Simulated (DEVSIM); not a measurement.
Device: Schottky contact on p-type In0.53Ga0.47As, at 250 K.

```
layer (left to right)        material  thickness (μm)  Na (cm⁻³)  τn (s)  τp (s)
---------------------  --------------  --------------  ---------  ------  ------
1                      In0.53Ga0.47As            7.80     3.1e15  4.3e-9  4.3e-9
2                      In0.53Ga0.47As            49.0       1e18  4.3e-9  4.3e-9
```

Left contact: Schottky, work function 4.66 eV, emission velocity 5.6e6 cm/s. Right contact: ohmic. Voltage is applied to the left contact. Recombination: SRH at mid-gap, radiative, Auger. Mobility is μmin + (μ − μmin)/(1 + (N/Nref)^α).

The device is made up for the run: typed textbook-type constants, with dimensions and the other settings drawn at random. Values at 300 K; Nc and Nv go as T^1.5, mobilities as T to minus their exponent, the gap by Varshni's rule with the affinity fixed.

```
parameter         In0.53Ga0.47As
----------------  --------------
gap (eV)                    0.74
affinity (eV)               4.51
permittivity                13.9
Nc (cm⁻³)                 2.1e17
Nv (cm⁻³)                 7.7e18
μn (cm²/Vs)                12000
μp (cm²/Vs)                  300
μn,min                       300
μp,min                        10
Nref,n                    1.3e17
Nref,p                    4.9e17
αn                          0.48
αp                           0.4
T exponent of μn             1.6
T exponent of μp             1.6
B (cm³/s)                9.6e-11
Cn (cm⁶/s)                 5e-29
Cp (cm⁶/s)                 5e-29
Varshni α (eV/K)         0.00035
Varshni β (K)                190
```

Model (solved in DEVSIM): 1D drift-diffusion, Boltzmann statistics, complete ionisation; no tunnelling, impact ionisation, image-force lowering or self-heating. Metal contacts follow the ideal Schottky-Mott rule: no Fermi-level pinning, no interface dipoles.

Task: Tabulate band edges, carrier densities and field at zero bias.

Result: Energies count from the Fermi level of the right contact; mesh points crowd at the junctions.

```tsv
x (μm)	Ec (eV)	Ev (eV)	n (cm⁻³)	p (cm⁻³)	field (V/cm)
0.000	0.150	-0.605	1.5e14	3800000	18000
0.04520	0.229	-0.525	3.8e12	1.5e8	17000
0.1671	0.401	-0.353	1.3e9	4.5e11	12000
0.5248	0.587	-0.168	240000	2.4e15	710
2.247	0.592	-0.163	190000	3.1e15	≈ 0
5.312	0.592	-0.163	190000	3.1e15	≈ 0
6.949	0.592	-0.163	190000	3.1e15	≈ 0
7.604	0.595	-0.159	160000	3.6e15	480
7.747	0.622	-0.133	47000	1.2e16	5300
7.797	0.686	-0.069	2400	2.4e17	36000
7.837	0.716	-0.038	580	1.0e18	≈ 0
8.022	0.716	-0.038	580	1.0e18	≈ 0
8.485	0.716	-0.038	580	1.0e18	≈ 0
9.741	0.716	-0.038	580	1.0e18	≈ 0
15.97	0.716	-0.038	580	1.0e18	≈ 0
30.48	0.716	-0.038	580	1.0e18	≈ 0
47.61	0.716	-0.038	580	1.0e18	≈ 0
53.63	0.716	-0.038	580	1.0e18	≈ 0
56.03	0.716	-0.038	580	1.0e18	≈ 0
56.55	0.716	-0.038	580	1.0e18	≈ 0
56.73	0.716	-0.038	580	1.0e18	≈ 0
56.80	0.716	-0.038	580	1.0e18	≈ 0
```
